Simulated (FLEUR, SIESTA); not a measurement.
A SIESTA input for a self-consistent single point of LaB6 (Pm-3m, 7 atoms in the cell) (DFT, GGA PBE, numerical atomic orbitals TZP, PseudoDojo PBE standard norm-conserving potentials (rewritten from UPF to PSML)):

```
# files in the folder: La.psml B.psml (PseudoDojo PBE standard)
SystemName  LaB6
SystemLabel siesta

NumberOfAtoms                7
NumberOfSpecies              2
%block ChemicalSpeciesLabel
  1 57 La
  2 5 B
%endblock ChemicalSpeciesLabel
LatticeConstant              1.0 Bohr
%block LatticeVectors
     7.865344377    0.000000000    0.000000000
     0.000000000    7.865344377    0.000000000
     0.000000000    0.000000000    7.865344377
%endblock LatticeVectors
AtomicCoordinatesFormat      Fractional
%block AtomicCoordinatesAndAtomicSpecies
     0.000000000    0.000000000    0.000000000  1
     0.800120000    0.500000000    0.500000000  2
     0.199880000    0.500000000    0.500000000  2
     0.500000000    0.800120000    0.500000000  2
     0.500000000    0.199880000    0.500000000  2
     0.500000000    0.500000000    0.800120000  2
     0.500000000    0.500000000    0.199880000  2
%endblock AtomicCoordinatesAndAtomicSpecies

XC.functional                GGA
XC.authors                   PBE
PAO.BasisSize                TZP
PAO.EnergyShift              0.01 Ry
MeshCutoff                   300 Ry
%block kgrid.MonkhorstPack
   11   0   0  0.0
    0  11   0  0.0
    0   0  11  0.0
%endblock kgrid.MonkhorstPack
OccupationFunction           FD
ElectronicTemperature        580.23 K

MaxSCFIterations             150
SCF.Mixer.Method             Pulay
SCF.Mixer.Weight             0.2
SCF.Mixer.History            6
SCF.DM.Tolerance             1.0E-05
Diag.ParallelOverK           true
WriteForces                  true
Charge.Mulliken              end
```

Q: Translate this input to FLEUR.

A: This is the input that was run; spellings and numerical settings could be chosen otherwise.

Input of the input generator:

```
LaB6 crystal
&input film=f /
4.1621610000 0.0000000000 0.0000000000
0.0000000000 4.1621610000 0.0000000000
0.0000000000 0.0000000000 4.1621610000
1.8897261246
1.0 1.0 1.0

7
57 0.0000000000 0.0000000000 0.0000000000
5 0.8001200000 0.5000000000 0.5000000000
5 0.1998800000 0.5000000000 0.5000000000
5 0.5000000000 0.8001200000 0.5000000000
5 0.5000000000 0.1998800000 0.5000000000
5 0.5000000000 0.5000000000 0.8001200000
5 0.5000000000 0.5000000000 0.1998800000

&comp jspins=1 /
&kpt div1=11 div2=11 div3=11 /
&end /
```

```xml
<?xml version="1.0" encoding="UTF-8" standalone="no"?>
<fleurInput fleurInputVersion="0.39">
   <comment>
      LaB6 crystal                                                                                        
   </comment>
   <calculationSetup>
      <cutoffs Kmax="4.1" Gmax="16.4" GmaxXC="16.4" numbands="0"/>
      <scfLoop itmax="100" minDistance="0.00001" maxIterBroyd="25" imix="Anderson" alpha="0.05" precondParam="0.0" spinf="2.0"/>
      <coreElectrons ctail="T" frcor="F" kcrel="0" coretail_lmax="0"/>
      <xcFunctional name="pbe" relativisticCorrections="F"/>
      <magnetism jspins="1"/>
      <soc l_soc="F" theta="0.0" phi="0.0" spav="F"/>
      <expertModes spex="0" secvar="F"/>
      <geometryOptimization l_f="T" forcealpha="1.0" forcemix="BFGS" epsdisp="0.00001" epsforce="0.00001"/>
      <ldaU l_linMix="F" mixParam="0.05" spinf="1.0"/>
   </calculationSetup>
   <cell>
      <bzIntegration valenceElectrons="29.0" mode="hist" fermiSmearingEnergy="0.00183747">
         <kPointListSelection listName="default-1"/>
         <!-- k-points included here -->
         <xi:include xmlns:xi="http://www.w3.org/2001/XInclude" href="kpts.xml"> </xi:include>
      </bzIntegration>
      <!-- symmetry operations included here -->
      <xi:include xmlns:xi="http://www.w3.org/2001/XInclude" href="sym.xml"> </xi:include>
      <bulkLattice scale="1.0">
         <bravaisMatrix>
            <row-1>    7.8653443764912607     0.0000000000000000     0.0000000000000000</row-1>
            <row-2>    0.0000000000000000     7.8653443764912607     0.0000000000000000</row-2>
            <row-3>    0.0000000000000000     0.0000000000000000     7.8653443764912607</row-3>
         </bravaisMatrix>
      </bulkLattice>
   </cell>
   <atomSpecies>
      <species name="Lanthanum (La)" element="La" atomicNumber="57">
         <mtSphere radius="2.68" gridPoints="925" logIncrement="0.014"/>
         <atomicCutoffs lmax="10" lnonsphr="8"/>
         <electronConfig flipSpins="F">
            <coreConfig>(1s1/2) (2s1/2) (2p1/2) (2p3/2) (3s1/2) (3p1/2) (3p3/2) (4s1/2) (3d3/2) (3d5/2) (4p1/2) (4p3/2) (4d3/2) (4d5/2)</coreConfig>
            <valenceConfig>(5s1/2) (5p1/2) (5p3/2) (6s1/2) (5d3/2) (5d5/2)</valenceConfig>
            <stateOccupation state="(5d3/2)" spinUp="0.2" spinDown="0.2"/>
            <stateOccupation state="(5d5/2)" spinUp="0.3" spinDown="0.3"/>
         </electronConfig>
         <energyParameters s="6" p="6" d="5" f="4"/>
         <lo type="SCLO" l="0" n="5" eDeriv="0"/>
         <lo type="SCLO" l="1" n="5" eDeriv="0"/>
      </species>
      <species name="Boron (B)" element="B" atomicNumber="5">
         <mtSphere radius="1.46" gridPoints="507" logIncrement="0.02"/>
         <atomicCutoffs lmax="6" lnonsphr="4"/>
         <electronConfig flipSpins="F">
            <coreConfig>(1s1/2)</coreConfig>
            <valenceConfig>(2s1/2) (2p1/2) (2p3/2)</valenceConfig>
            <stateOccupation state="(2p1/2)" spinUp="0.1666666666667" spinDown="0.1666666666667"/>
            <stateOccupation state="(2p3/2)" spinUp="0.3333333333333" spinDown="0.3333333333333"/>
         </electronConfig>
         <energyParameters s="2" p="2" d="3" f="4"/>
      </species>
   </atomSpecies>
   <atomGroups>
      <atomGroup species="Lanthanum (La)">
         <relPos label="                   1">.0000000000 .0000000000 .0000000000</relPos>
         <force calculate="T" relaxXYZ="TTT"/>
      </atomGroup>
      <atomGroup species="Boron (B)">
         <relPos label="                   2">-.1998800000 1.000/2.000 1.000/2.000</relPos>
         <relPos label="                   3">.1998800000 1.000/2.000 1.000/2.000</relPos>
         <relPos label="                   4">1.000/2.000 -.1998800000 1.000/2.000</relPos>
         <relPos label="                   5">1.000/2.000 .1998800000 1.000/2.000</relPos>
         <relPos label="                   6">1.000/2.000 1.000/2.000 -.1998800000</relPos>
         <relPos label="                   7">1.000/2.000 1.000/2.000 .1998800000</relPos>
         <force calculate="T" relaxXYZ="TTT"/>
      </atomGroup>
   </atomGroups>
   <output dos="F" band="F" slice="F">
      <checks vchk="F" cdinf="F"/>
      <bandDOS minEnergy="-.5*Htr" maxEnergy="0.5*Htr" sigma="0.015" storeEVData="T"/>
      <vacuumDOS vacdos="F" integ="F" star="F" nstars="0" locx1="0.0" locy1="0.0" locx2="0.0" locy2="0.0" nstm="0" tworkf="0.0"/>
      <unfoldingBand unfoldBand="F" supercellX="1" supercellY="1" supercellZ="1"/>
      <plotting iplot="0" polar="F">
         <plot TwoD="T" vec1="  1.0  0.0  0.0" vec2="  0.0  1.0  0.0" vec3="  0.0  0.0  1.0" zero="  0.0  0.0  0.0" file="plot"/>
      </plotting>
      <chargeDensitySlicing numkpt="0" minEigenval="0.0" maxEigenval="0.0" nnne="0" pallst="F"/>
      <specialOutput eonly="F"/>
      <magneticCircularDichroism mcd="F" energyLo="-10.0" energyUp="0.0"/>
   </output>
  <!-- We include the file relax.xml here to enable relaxations (see documentation) -->
  <xi:include xmlns:xi="http://www.w3.org/2001/XInclude" href="relax.xml"> <xi:fallback/> </xi:include>
</fleurInput>
```

Basis settings and potentials, where a program has them, do not carry over. This input uses DFT, PBE, all-electron FLAPW (FLEUR), scalar-relativistic valence.

The starting cell comes from a database of computed structures (which also holds hypothetical and non-ambient phases and stackings), without a prior relaxation at this level. Its lattice was rescaled by a random factor within 2.5 % of one.
